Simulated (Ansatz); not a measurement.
## ZnSe: pressure 30 GPa

The parent structure is ZnSe in the zinc blende structure (space group F-43m, No. 216; a = 5.666 Å).

Perturbation: cell and atoms relaxed at a pressure of 30 GPa.

Level of theory: r2SCAN, PAW, 500 eV (Ansatz, an electronic-structure program; no SOC). Settings: 10×10×10 k-points, 0.05 eV Fermi–Dirac smearing.

Volume per atom: 17.55 Å³ (base 22.73 Å³)
Lattice parameter a: 5.197 Å (base 5.666 Å)
Enthalpy H = E + PV relative to the base's energy: +3.67 eV/atom
Band gap: 2.63 eV (base 1.87 eV)
Gap character: indirect, Γ → X (base direct at Γ)
Smallest direct gap: 3.07 eV (base 1.87 eV)
Width of the top valence band: 4.06 eV (base 2.71 eV)
Electron mass: 1.0 mₑ along k, 0.26 mₑ across (at X) (base 0.12 mₑ (at Γ))
Hole mass (degenerate bands, along [100]): 0.17, 0.42, 0.42 mₑ (at Γ) (base 0.13, 0.60, 0.60 mₑ (at Γ))
Valley order (the lowest conduction-band minima on the path, energy above the VBM, named in the base's zone): X along ⟨100⟩ 2.63 eV; Γ 3.07 eV; L along ⟨111⟩ 3.50 eV (base Γ 1.87 eV; L along ⟨111⟩ 3.05 eV; X along ⟨100⟩ 3.34 eV)

Final structure:

```yaml
crystal:
  lattice:
    - [0.00000, 2.59866, 2.59866]
    - [2.59866, 0.00000, 2.59866]
    - [2.59866, 2.59866, 0.00000]
  atoms:
    - { symbol: Zn, position: [0.00000, 0.00000, 0.00000] }
    - { symbol: Se, position: [0.25000, 0.25000, 0.25000] }
```

Load acts through the strain it causes; cell and atoms are relaxed under it. Masses are band curvatures over ±0.01 Å⁻¹ around the edge. Along k means along the line from Γ to the band edge. No phonon test of stability was made. Measured, ZnSe leaves this structure (for rock salt) near 13 GPa (temperature not stated; as listed in M. Köfferlein et al., Hyperfine Interactions (1994)).
